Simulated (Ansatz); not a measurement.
**WC under a change: isotropic strain −0.59 %**

Take WC (space group P-6m2, No. 187; a = 2.9131 Å, c = 2.8358 Å; relaxed with 0.1 eV smearing) as the base.

Now apply this change: an isotropic linear strain of −0.59 %; the atoms relax in the strained cell.

Method: r2SCAN (Ansatz, a program for electronic structure), no SOC, earlier PAW set. Settings: 23×23×20 k-points, 0.1 eV Fermi–Dirac smearing.

The volume per atom falls by 0.18 Å³, from 10.42 Å³ to 10.24 Å³ and the space group stays P-6m2 (No. 187). The energy increases by 4.2 meV/atom and the pressure (mean of the normal stresses, compression positive) goes from zero to 7.5 GPa. The band gap is still zero.

Final structure:

```
WC
1.0
    2.89589     0.00000     0.00000
   -1.44795     2.50792     0.00000
    0.00000     0.00000     2.81912
W C
1 1
Direct
  0.00000   0.00000   0.00000
  0.66667   0.33333   0.50000
```

No phonon test of stability was made. All final runs are without spin polarisation.
